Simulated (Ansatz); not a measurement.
Worked example: self-consistent single point of HfPd2 (I4mm, 3 atoms in the cell) in Ansatz (a quantum-chemistry and plane-wave program).

Level of theory: PBEsol, harder PAW files (source: ansatz) made with PBE (plane waves; Ansatz).

```yaml
crystal:
  lattice:
    - [-1.69453, 1.69453, 4.34401]
    - [1.69453, -1.69453, 4.34401]
    - [1.69453, 1.69453, -4.34401]
  atoms:
    - { symbol: Hf, position: [0.00575, 0.00575, 0.00000] }
    - { symbol: Pd, position: [0.33903, 0.33903, 0.00000] }
    - { symbol: Pd, position: [0.66097, 0.66097, 0.00000] }
```

Reference input (self-consistent single point, DFT, PBEsol, plane waves, default PAW files made with PBE): basis.ecutwfc = 420 eV; kpoints.mp_grid.grid = 10 10 10; hamiltonian.xc = pbesol; hamiltonian.pseudopotentials = {kind: paw} (the program's default PAW files); scf.occupations.method = fermi_dirac; scf.occupations.width = 0.1 eV. This run's input differs from it in these lines:

Ansatz 0.2 input:
```diff
@@ -11,3 +11,3 @@
 basis:
-  ecutwfc: 420.0
+  ecutwfc: 330.0
 kpoints:
@@ -16,3 +16,3 @@
   xc: pbesol
-  pseudopotentials: { kind: paw }
+  pseudopotentials: { kind: paw, source: ansatz }
 scf:
```

Output (repeated stretches shortened):

```
SCF iter   1: F=—  HF=-29453.930330 eV  |F-HF|=—  |Δ(HF+E_count)|=         —  Δρ=5.70e-1  dr2=3.04e2  ethr=3.10e-3  ⟨swp⟩=4.4  Hψ=12196  notcnv=0
all-band conjugate gradients solve this SCF's bands
preconditioner: auto → Kerker (q_TF=auto, 2.829 Å⁻¹)
SCF iter   2: F=—  HF=-29430.514506 eV  |F-HF|=—  |Δ(HF+E_count)|=    2.34e1  Δρ=2.70e-1  dr2=6.94e1  ethr=3.10e-3  ⟨swp⟩=3.0  Hψ=9027  notcnv=0
   [... lines left out ...]
SCF iter   7: F=—  HF=-29422.848144 eV  |F-HF|=—  |Δ(HF+E_count)|=   4.60e-3  Δρ=1.20e-3  dr2=6.86e-4  ethr=3.68e-5  ⟨swp⟩=1.9  Hψ=4454  notcnv=0  defer=20
SCF iter   8: F=—  HF=-29422.847959 eV  |F-HF|=—  |Δ(HF+E_count)|=   1.86e-4  Δρ=2.34e-4  dr2=2.03e-5  ethr=1.11e-6  ⟨swp⟩=2.0  Hψ=6216  notcnv=0  defer=20
SCF iter   9: F=—  HF=-29422.847959 eV  |F-HF|=—  |Δ(HF+E_count)|=   2.96e-7  Δρ=4.30e-5  dr2=1.14e-6  ethr=3.28e-8  ⟨swp⟩=2.3  Hψ=6356  notcnv=0  defer=20
SCF iter  10: F=-29422.847959 eV  HF=-29422.847959 eV  |F-HF|=6.26e-8  |Δ(HF+E_count)|=   2.14e-7  Δρ=9.43e-6  dr2=7.94e-8  ethr=1.61e-10  ⟨swp⟩=5.2  Hψ=18992  notcnv=0
SCF 1 converged in 10 iterations: F = -29422.847959 eV  dr2 = 7.94e-8
Free energy (F): -29422.847959 eV
Internal energy: -29422.791817 eV  (E = F + TS)
E sigma→0 (E₀):  -29422.819888 eV
Entropy (-TS):   -0.056141 eV (-18.714 meV/atom)
Fermi energy:    19.696142 eV
--- Forces (eV/Å), atoms counted from 1 ---
  atom   1  Hf     0.00000000     0.00000000    -0.34258069
  atom   2  Pd     0.00000000    -0.00000000     0.22305308
  atom   3  Pd    -0.00000000     0.00000000     0.11986042
--- Stress (GPa, compression-positive) ---
       -5.483168       0.000000       0.000000
        0.000000      -5.483168       0.000000
        0.000000      -0.000000      -4.322610
  P = ⅓ Tr σ = -5.0963 GPa (-50.963 kbar)
  The stress holds the Pulay correction. Without it, at fixed plane waves, as pw.x and ABINIT print it: P = -166.4033 GPa
```

The run converged in 10 iterations. Against the reference run the pressure goes from -1.24 to -5.10 GPa and the largest force goes from 0.378 to 0.343 eV/Å.

The starting cell comes from a database of computed structures (which also holds hypothetical and non-ambient phases and stackings), without a prior relaxation at this level. Its lattice was rescaled by up to half a per cent. One atom was moved a little off its site on purpose. Spin polarisation is off. Ansatz's pressure includes its estimate of the finite-basis (Pulay) stress. Without the estimate this run gives -166.40 GPa. The cutoff lies below the one recommended for these files.
